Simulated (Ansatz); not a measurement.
This Ansatz (a program for electronic structure) input is the reference run, BP in the zinc blende structure (space group F-43m, No. 216), computed with Kohn–Sham DFT with the r2SCAN functional, run in Ansatz with PAW and 500 eV plane waves, without spin-orbit coupling:

Ansatz 0.2 input:
```yaml
crystal:
  lattice:
    - [0, 2.2682844615, 2.2682844615]
    - [2.2682844615, 0, 2.2682844615]
    - [2.2682844615, 2.2682844615, 0]
  atoms:
    - { symbol: P, position: [0.75, 0.75, 0.75] }
    - { symbol: B, position: [0, 0, 0] }
basis: { ecutwfc: 500, ecutrho_ratio: 4, xc_grid: 4, fft_grid_basis: typed }
kpoints: { mp_grid: { grid: [12, 12, 12] } }
hamiltonian:
  xc: r2scan
  dispersion: none
  pseudopotentials: { kind: paw }
scf: { occupations: { method: fermi_dirac, width: 0.05 }, convergence: { dr2_threshold: 0.0000000002 } }
output: { forces: true, stress: true }
checkpoint: { write: state.ck, write_every: 1000 }
```

### Question
Write the input for this change: a free-standing slab of 5 layers (10 atoms, 2 a layer) is cut normal to [110], with 15 Å of vacuum and the in-plane cell held at bulk.

### Answer
Ansatz 0.2 input:
```yaml
crystal:
  lattice:
    - [3.2078386488, 0, 0]
    - [0, 4.536568923, 0]
    - [0, 0, 21.4156772975]
  atoms:
    - { symbol: P, position: [0.75, 0.5, 0.3502107309] }
    - { symbol: B, position: [0.25, 0.25, 0.3502107309] }
    - { symbol: P, position: [1.25, 1, 0.4251053655] }
    - { symbol: B, position: [0.75, 0.75, 0.4251053655] }
    - { symbol: P, position: [1.75, 1.5, 0.5] }
    - { symbol: B, position: [1.25, 1.25, 0.5] }
    - { symbol: P, position: [2.25, 2, 0.5748946345] }
    - { symbol: B, position: [1.75, 1.75, 0.5748946345] }
    - { symbol: P, position: [2.75, 2.5, 0.6497892691] }
    - { symbol: B, position: [2.25, 2.25, 0.6497892691] }
basis: { ecutwfc: 500, ecutrho_ratio: 4, xc_grid: 4, fft_grid_basis: typed }
kpoints: { mp_grid: { grid: [10, 7, 1] } }
hamiltonian:
  xc: r2scan
  dispersion: none
  pseudopotentials: { kind: paw }
scf: { occupations: { method: fermi_dirac, width: 0.05 }, convergence: { dr2_threshold: 0.000000001 } }
relax: { f_tol: 0.01, max_steps: 50 }
output: { forces: true, stress: true }
checkpoint: { write: state.ck, write_every: 1000 }
```
This is the input that was run; other choices of cell and start would serve too.

Whether these cells are dynamically stable was not tested.
